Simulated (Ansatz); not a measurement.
# HgS under a change: isotropic strain +1.50 %

Consider HgS in the zinc blende structure (space group F-43m, No. 216; a = 5.876 Å).

Modification: an isotropic linear strain of +1.50 %; the atoms relax in the strained cell.

The values are results of Kohn–Sham DFT with the PBEsol functional, run in Ansatz (a first-principles code) with PAW and 420 eV plane waves, spin-orbit coupling left out, not measurements. Settings: 10×10×10 k-points, 0.05 eV Fermi–Dirac smearing.

The space group is still F-43m (No. 216) and the energy goes up by 9.1 meV/atom. The pressure goes from zero to -2.4 GPa and the band gap remains zero.

Cost of the whole job for the changed cell (relaxation, final SCF and bands): roughly 9 core-seconds.

Spin-orbit coupling, missing from the scalar runs, can matter with Hg. No phonon test of stability was made. All final runs are without spin polarisation. A zero or small gap of HgS can be the functional's error rather than a property of the material.
